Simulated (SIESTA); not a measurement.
A user runs SIESTA on SrMgPt (Pnma, 12 atoms in the cell) and asks whether the run is sound. The aim is a self-consistent single point with DFT, GGA PBEsol, numerical atomic orbitals DZP, PseudoDojo PBEsol standard norm-conserving potentials (rewritten from UPF to PSML).

Cell that was meant: a = 7.5730 Å, b = 4.4434 Å, c = 8.5803 Å, α = 90.00°, β = 90.00°, γ = 90.00°.

Part of the input:

```
XC.functional                GGA
XC.authors                   PBEsol
PAO.BasisSize                DZP
PAO.EnergyShift              0.1 Ry
MeshCutoff                   350 Ry
%block kgrid.MonkhorstPack
    3   0   0  0.0
```

Log, with long lists cut:

```
reinit: Reading from file input.fdf

reinit: System Name: SrMgPt
reinit: System Label: srmgpt

   [... lines left out ...]

outcell: Cell vector modules (Ang)   :    7.572990    4.443390    8.580310
outcell: Cell angles (23,13,12) (deg):     90.0000     90.0000     90.0000
outcell: Cell volume (Ang**3)        :    288.7253
new_DM -- step:     1
Initializing Density Matrix...

Attempting to read DM from file... Failed...
DM filled with atomic data:

InitMesh: MESH = 90 x 54 x 100 = 486000
InitMesh: Mesh cutoff (required, used) =   350.000   375.402 Ry

stepf: Methfessel-Paxton step function
       Using Hermite-Gauss polynomials of order  0
        iscf     Eharris(eV)        E_KS(eV)     FreeEng(eV)     dDmax    Ef(eV) dHmax(eV)
   scf:    1   -22621.071660   -23707.113956   -23707.230462  1.228680  6.580405 73.718316
   scf:    2   -24430.692599   -24132.658070   -24132.746178  0.774761  3.492679 36.429884
   scf:    3   -24261.641012   -24258.674968   -24258.704421  0.652552  0.929892  6.922759
   scf:    4   -24229.529645   -24251.801076   -24251.838732  0.246671  1.676182 11.142946
   scf:    5   -24265.848659   -24263.391266   -24263.418952  0.214133  1.013317  0.807037
   [... 5 lines left out ...]
   scf:   11   -24263.448789   -24263.449181   -24263.477321  0.001727  0.964897  0.026632
   scf:   12   -24263.449288   -24263.449267   -24263.477403  0.000482  0.966336  0.000792
   scf:   13   -24263.449269   -24263.449268   -24263.477403  0.000040  0.965991  0.000906
   scf:   14   -24263.449268   -24263.449268   -24263.477403  0.000010  0.965930  0.000437
SCF Convergence by DM+H criterion
max |DM_out - DM_in|         :     0.0000096306
max |H_out - H_in|      (eV) :     0.0004368845
SCF cycle converged after 14 iterations

Using DM_out to compute the final energy and forces

siesta: E_KS(eV) =           -24263.4493

siesta: E_KS - E_eggbox =    -24263.4493

siesta: Atomic forces (eV/Ang):
     1   -0.555305    0.000000    0.266817
     2    0.555305   -0.000000   -0.266817
     3    0.555305   -0.000000    0.266817
     4   -0.555305    0.000000   -0.266817
     5    0.264036    0.000000   -0.057570
     6   -0.264036   -0.000000    0.057570
     7   -0.264036   -0.000000   -0.057570
     8    0.264036   -0.000000    0.057570
     9    0.745170    0.000000   -0.316982
    10   -0.745170   -0.000000    0.316982
   [... lines left out ...]
siesta: FreeEng =    -24263.477403
siesta: Cell volume =        288.725270 Ang**3
siesta:        -186.51293289       -196.28550514  kBar
   [... lines left out ...]
     2    -0.458409   10.458409  Sr
     3    -0.458409   10.458409  Sr
     4    -0.458409   10.458409  Sr
     5    -0.354930   10.354930  Mg
     6    -0.354930   10.354930  Mg
     7    -0.354930   10.354930  Mg
     8    -0.354930   10.354930  Mg
     9     0.813339   17.186661  Pt
    10     0.813339   17.186661  Pt
    11     0.813339   17.186661  Pt
    12     0.813339   17.186661  Pt
 Total     0.000000
```

Problem. Is this run sound? If not, what is wrong?

Solution. The run is not sound. The fault is an energy shift that confines the orbitals too tightly. A large shift gives short orbitals and a poorer basis. To fix it, use a small shift. The run converged in 14 iterations without an error; against the sound input the free energy rises by 9.63 eV/atom, the pressure goes from 2.92 to -18.65 GPa and the largest force goes from 0.187 to 0.810 eV/Å.

An input that runs soundly differs in these lines (not the only fix; some lines may just follow from the change or write a value another way):
```diff
-PAO.EnergyShift              0.1 Ry
+PAO.EnergyShift              0.01 Ry
```

With that input, the run converged in 15 iterations: free energy E − TS -24379.0681 eV; Fermi level (on the code's own zero) -3.54 eV; pressure 2.92 GPa; largest force (vector length) 0.187 eV/Å (DFT, GGA PBEsol, numerical atomic orbitals DZP, PseudoDojo PBEsol standard norm-conserving potentials (rewritten from UPF to PSML)).

On the sound input: the starting cell comes from a database of computed structures (which also holds hypothetical and non-ambient phases and stackings), without a prior relaxation at this level. Spin polarisation is off. Values carry the incompleteness of an atom-centred basis.
